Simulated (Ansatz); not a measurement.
## Response to strain in CdTe

Base system: CdTe in the zinc blende structure (space group F-43m, No. 216; a = 6.409 Å). Axes: x, y, z lie along the cube axes.

Strains are applied to the cell and any free atomic positions relax.

The values are results of Kohn–Sham DFT with the LDA functional, run in Ansatz (an electronic-structure program) with PAW and 420 eV plane waves, no SOC, not measurements.

Notes on the quantities. energy relative to the base: free energy F.

```json
[
 {"uniaxial strain ε_zz (%)": "0", "energy relative to the base (meV/atom)": "0.0"},
 {"uniaxial strain ε_zz (%)": "0.5", "energy relative to the base (meV/atom)": "?"},
 {"uniaxial strain ε_zz (%)": "1", "energy relative to the base (meV/atom)": "0.6"},
 {"uniaxial strain ε_zz (%)": "1.5", "energy relative to the base (meV/atom)": "1.3"},
 {"uniaxial strain ε_zz (%)": "2", "energy relative to the base (meV/atom)": "2.4"},
 {"uniaxial strain ε_zz (%)": "2.5", "energy relative to the base (meV/atom)": "3.7"},
 {"uniaxial strain ε_zz (%)": "3", "energy relative to the base (meV/atom)": "5.3"}
]
```

Task: Fit ΔE = Aε² + Bε³ (ε in %) to the rows shown and predict the withheld row.

Result: Least squares on the printed values gives A = 0.600 and B = -0.0036 meV/atom (largest residual 0.0 meV/atom); this predicts 0.1 meV/atom, and the run gives 0.1 meV/atom, in agreement.

Whether these cells are dynamically stable was not tested.
